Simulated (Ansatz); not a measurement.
Given:

```xyz
1
Lattice="0.0000 1.8557 1.8557 1.8557 0.0000 1.8557 1.8557 1.8557 0.0000" Properties=species:S:1:pos:R:3 pbc="T T T"
Pd     0.0000     0.0000     0.0000
```

No spin polarisation.

A single point on Pd with a change (pressure 50 GPa), its geometry relaxed with PBE.

Level of theory: Kohn–Sham DFT with the r2SCAN functional, run in Ansatz (a first-principles code) with PAW and 500 eV plane waves, no spin-orbit coupling. k-mesh 20×20×20 (Γ-centred); smearing 0.05 eV (Fermi–Dirac).

Problem. Predict the pressure.

Solution. 43.8 GPa.

Problem. Predict the band gap.

Solution. Zero.

Single points use the geometry relaxed with PBE. Load acts through the strain it causes; cell and atoms are relaxed under it. No phonon test of stability was made. No other phases were tried under pressure. All final runs are without spin polarisation. The cell was made from Pd in the fcc (Cu type) structure (space group Fm-3m, No. 225) by this change: pressure 50 GPa. Pd has a high density of states at the Fermi level and may be magnetic at this level.
